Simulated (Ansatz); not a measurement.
Base system: WC (space group P-6m2, No. 187; a = 2.9127 Å, c = 2.8354 Å; relaxed with 0.1 eV smearing). Axes: x lies along a and z along c of the hexagonal cell.

Structures relaxed with r2SCAN (Ansatz, a program for electronic structure), without spin-orbit coupling.

Base:

Simulated powder pattern, Cu Kα, λ = 1.54184 Å (kinematic, ideal powder, no thermal factors, no anomalous dispersion; the 8 strongest lines at most, above 2 %, up to 2θ = 90°):

```tsv
2θ (°)	I/Imax (%)	hkl
31.55	42	(001)
35.59	100	(100)
48.29	96	(101)
63.92	22	(110)
73.04	25	(111)
75.36	12	(200)
77.19	23	(102)
83.98	20	(201)
```

The change: biaxial strain +2.36 %, plane normal [001], relaxed out of plane (Cartesian); in-plane vectors clamped, the third vector and the atoms free.

After the change:

Simulated powder pattern, Cu Kα, λ = 1.54184 Å (kinematic, ideal powder, no thermal factors, no anomalous dispersion; the 8 strongest lines at most, above 2 %, up to 2θ = 90°):

```json
[
 {"2θ (°)": "31.81", "I/Imax (%)": "39", "hkl": "(001)"},
 {"2θ (°)": "34.74", "I/Imax (%)": "100", "hkl": "(100)"},
 {"2θ (°)": "47.82", "I/Imax (%)": "93", "hkl": "(101)"},
 {"2θ (°)": "62.28", "I/Imax (%)": "22", "hkl": "(110)"},
 {"2θ (°)": "71.64", "I/Imax (%)": "25", "hkl": "(111)"},
 {"2θ (°)": "73.33", "I/Imax (%)": "12", "hkl": "(200)"},
 {"2θ (°)": "77.23", "I/Imax (%)": "22", "hkl": "(102)"},
 {"2θ (°)": "82.15", "I/Imax (%)": "20", "hkl": "(201)"}
]
```

The indices refer to the base's conventional cell; one index is shown for lines that coincide.

Whether these cells are dynamically stable was not tested. The final runs are not spin-polarised.
